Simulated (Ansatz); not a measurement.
The starting structures come from a database of crystals and need not be the phases stable at ambient conditions.

By PBEsol, the system below comes out a metal.

```
InSb
1.0
    3.27275     0.00000     0.00000
   -1.63637     4.16449     0.00000
    1.63637     0.00000     4.03956
In Sb
1 1
Direct
  0.75000   0.50000   0.50000
  0.00000   0.00000   0.00000
```

Space group of this cell: F222. The cell is strained (lengths along the current scaled by 0.97, ions clamped); by PBEsol its mean pressure is -1.4 GPa.

The current flows along the normal of the first two printed cell vectors. No spin-orbit coupling; the value is a mean over 0.1 eV about the Fermi level.

### Question
Give the ballistic conductance per area that PBEsol (Ansatz, a first-principles code) yields.

### Answer
0.67 × 10¹⁵ S/m² for both spins.
